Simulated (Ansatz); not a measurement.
Consider HgI2 in the 2H-MoS2 type structure (space group P6_3/mmc, No. 194; a = 4.071 Å, c = 13.559 Å; a hypothetical phase, not in the database extracts checked; layered, stacked along the Cartesian z axis).

One thing is altered: a free-standing slab of 1 layer (3 atoms, 3 a layer) is cut normal to the stacking axis, with 15 Å of vacuum and the in-plane cell relaxed.

Levels (all Ansatz, a first-principles code, PAW, earlier PAW set): PBEsol-D3(BJ) (420 eV, no SOC); r2SCAN (500 eV, scalar-relativistic without spin-orbit coupling); HSE06 (420 eV, no SOC); PBEsol+SOC (420 eV, noncollinear with spin-orbit coupling).

One geometry, relaxed with PBEsol-D3(BJ), under each level:

Notes on the quantities. hole mass: in plane.

The valence-band top lists the three highest levels at Γ (Kramers pairs under SOC), from the VBM.

```json
[
 {"level": "PBEsol-D3(BJ)", "band gap": "0.90 eV", "lowest conduction level above the VBM at special points": "M 0.90 eV; Γ 1.43 eV; K 1.48 eV", "valence-band top at Γ": "0.00, 0.00, -0.25 eV", "hole mass": "–"},
 {"level": "r2SCAN", "band gap": "1.19 eV", "lowest conduction level above the VBM at special points": "M 1.19 eV; Γ 1.82 eV; K 1.76 eV", "valence-band top at Γ": "–", "hole mass": "–"},
 {"level": "HSE06", "band gap": "[?]", "lowest conduction level above the VBM at special points": "[?]", "valence-band top at Γ": "–", "hole mass": "–"},
 {"level": "PBEsol+SOC", "band gap": "0.56 eV", "lowest conduction level above the VBM at special points": "M 0.56 eV; Γ 1.10 eV; K 0.96 eV", "valence-band top at Γ": "0.00, -0.32, -0.79 eV", "hole mass": "0.44 mₑ (at Γ)"}
]
```

Give the withheld HSE06 results.


- HSE06, band gap: 1.71 eV
- HSE06, lowest conduction level above the VBM at special points: M 1.71 eV; Γ 2.30 eV; K 2.33 eV

Single points use the geometry relaxed with PBEsol-D3(BJ). HSE06 was sampled on its mesh, a few special points and the semilocal edge points, so its gap is an upper bound. The spin-orbit shifts are approximate. Spin-orbit coupling, missing from the scalar runs, can matter with Hg and I. Effective masses come from finite differences of ±0.01 Å⁻¹. No phonon test of stability was made. The runs without spin-orbit coupling are not spin-polarised. The zero or small gap of HgI2 can change with the level of theory. Labels are those of the standard path for the cell's own space group.
